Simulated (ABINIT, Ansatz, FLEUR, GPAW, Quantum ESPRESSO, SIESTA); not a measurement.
Code comparison for PtAl₂ (Fm-3m, 3 atoms in the cell)

Self-consistent single point, at a second geometry (lattice scaled by 0.98). First geometry:

```xyz
3
Lattice="0.0000 3.0212 3.0212 3.0212 0.0000 3.0212 3.0212 3.0212 0.0000" Properties=species:S:1:pos:R:3 pbc="T T T"
Al     1.5106     1.5106     1.5106
Al     4.5318     4.5318     4.5318
Pt     0.0000     0.0000     0.0000
```

Shared settings, as Ansatz (a quantum-chemistry and plane-wave program) writes them: kpoints.mp_grid.grid = 13 13 13; scf.occupations.method = fermi_dirac; scf.occupations.width = 0.01 Ry. Potentials and cutoffs stand in the table.

```json
[
 {"code": "Ansatz", "model": "PBE, default PAW files", "ΔF from the first geometry (meV/atom)": "-14.3", "pressure (GPa)": "1.65", "cutoff": "30.9 Ry"},
 {"code": "ABINIT", "model": "PBE, norm-conserving pseudopotentials (PseudoDojo nc-sr-05 PBE standard)", "ΔF from the first geometry (meV/atom)": "-15.4", "pressure (GPa)": "1.52", "cutoff": "42 Ha"},
 {"code": "FLEUR", "model": "PBE, all-electron FLAPW (FLEUR), scalar-relativistic valence", "ΔF from the first geometry (meV/atom)": "-13.7", "pressure (GPa)": "–", "cutoff": "Kmax 4.4 1/bohr"},
 {"code": "SIESTA", "model": "GGA PBE, numerical atomic orbitals DZP, PseudoDojo PBE standard norm-conserving potentials (rewritten from UPF to PSML)", "ΔF from the first geometry (meV/atom)": "-12.4", "pressure (GPa)": "2.15", "cutoff": "grid 300 Ry"},
 {"code": "GPAW", "model": "PBE, GPAW PAW datasets PBE (gpaw-data 1.0.1)", "ΔF from the first geometry (meV/atom)": "-11.5", "pressure (GPa)": "2.12", "cutoff": "550 eV"},
 {"code": "Quantum ESPRESSO", "model": "PBE, PSlibrary PAW (PBE) pseudopotentials", "ΔF from the first geometry (meV/atom)": "-14.6", "pressure (GPa)": "1.64", "cutoff": "45 Ry"}
]
```

A dash marks a value that a program does not give, or that is left out as unsure.

On Ansatz's run: spin-orbit coupling is off. Spin polarisation is off.

The spread over the programs that give each value: ΔF from the first geometry within 3.9 meV/atom; pressure within 0.63 GPa.

SIESTA uses small atom-centred bases, whose incompleteness enters pressures, forces and empty levels differently from a plane-wave cutoff. FLEUR treats all electrons, but the usual bases taken here (sphere radii, linearisation, local orbitals, empty states) were not tested for convergence, so the values are no reference for the others. Ansatz's pressure is given at a fixed set of plane waves, as the other plane-wave codes print theirs; with its correction for the finite basis it is 1.71 GPa.

The starting cell has typed, rounded lattice constants, without a prior relaxation at this level. Its lattice was rescaled by a random factor within 2.5 % of one. For this run, on top of that: lattice scaled by 0.98.

Left out of this page: Elk (not drawn, or without a comparable value).

Keys are those of Ansatz 0.2.
